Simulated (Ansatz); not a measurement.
# A computed series for hypothetical rock salt BeTe: pressure series

The parent structure is BeTe in the rock salt structure (space group Fm-3m, No. 225; a = 5.370 Å; a hypothetical phase, not in the database extracts checked).

Cell and atoms are relaxed at each pressure.

Level of theory: r2SCAN (Ansatz, a quantum-chemistry and plane-wave program, PAW, no spin-orbit coupling).

| pressure (GPa) | volume per atom (Å³/atom) |
|---|---|
| -2 | 19.975 |
| -1 | 19.654 |
| 0 | 19.358 |
| 3 | ? |
| 15 | 16.497 |
| 30 | 14.911 |
| 50 | 13.530 |
| 75 | 12.357 |
| 100 | 11.506 |

Q: Fit the third-order Birch–Murnaghan form P(V) = (3B₀/2)[(V₀/V)^(7/3) − (V₀/V)^(5/3)]·[1 + (3/4)(B₀′ − 4)((V₀/V)^(2/3) − 1)] (squares taken in P) to the rows shown and predict the withheld row.

A: Least squares on the printed values gives V₀ = 19.357 Å³/atom, B₀ = 68.7 GPa, B₀′ = 3.9; this predicts 18.592 Å³/atom, and the run gives 18.589 Å³/atom, 0.003 lower.

Load acts through the strain it causes; cell and atoms are relaxed under it. Whether these cells are dynamically stable was not tested. No other phases were tried under pressure. The final runs are not spin-polarised.
